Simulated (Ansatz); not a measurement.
```yaml
crystal:
  lattice:
    - [2.07624, 1.19872, 6.80691]
    - [-2.07624, 1.19872, 6.80691]
    - [0.00000, -2.39744, 6.80691]
  atoms:
    - { symbol: In, position: [0.62432, 0.62432, 0.62432] }
    - { symbol: Ga, position: [0.12501, 0.12501, 0.12501] }
    - { symbol: As, position: [0.00527, 0.00527, 0.00527] }
    - { symbol: As, position: [0.49538, 0.49538, 0.49538] }
```

### Question
The LDA or GGA of the relaxation leaves this crystal with little or no gap. Does r2SCAN (Ansatz, a program for electronic structure) open one on the same cell?

### Answer
Yes, about 0.15 eV on the k mesh, so it isn't safe to treat it as a metal.

Spin-orbit coupling is left out.

Computed structure with no diffraction record at hand here (it may be known, metastable or hypothetical): InGaAs2 (R3m).
